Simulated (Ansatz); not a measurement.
## Ca3BiN under a change: biaxial strain −1.40 %, plane normal [001], relaxed out of plane

The reference is Ca₃BiN in the anti-perovskite structure (space group Pm-3m, No. 221; a = 4.8441 Å). Axes: x, y, z lie along the cube axes.

One thing is altered: compressive biaxial strain of 1.40 % in the plane normal to [001], as in epitaxy on a mismatched substrate; the out-of-plane cell vector and the atoms relax.

Method: plane-wave PAW DFT at the PBEsol level (Ansatz, an electronic-structure program, 420 eV), spin-orbit coupling left out. k-mesh 7×7×7 (Γ-centred); smearing 0.05 eV (Fermi–Dirac).

* **Volume per atom**: 22.23 Å³ (base 22.73 Å³)
* **Space group**: P4/mmm (No. 123) (base Pm-3m (No. 221))
* **Energy relative to the base (free energy F)**: +4.1 meV/atom
* **Pressure (mean of the normal stresses, compression positive)**: 1.41 GPa (base 0.01 GPa)
* **Band gap**: 0.21 eV (base 0.31 eV)
* **Gap character**: direct at Γ (base direct at Γ)
* **Valence-band top at Γ (three highest levels, from the VBM)**: 0.00, 0.00, -0.08 eV (base 0.00, 0.00, 0.00 eV)
* **Out-of-plane strain**: +0.60 %
* **Ratio −ε⊥/ε∥**: 0.43
* **Mean in-plane stress (compression positive)**: +2.1 GPa

With Bi present, leaving out spin-orbit coupling can change the band edges. Whether these cells are dynamically stable was not tested. The zero or small gap of Ca3BiN under biaxial strain −1.40 %, plane normal [001], relaxed out of plane can change with the level of theory. Labels are those of the standard path for the cell's own space group.
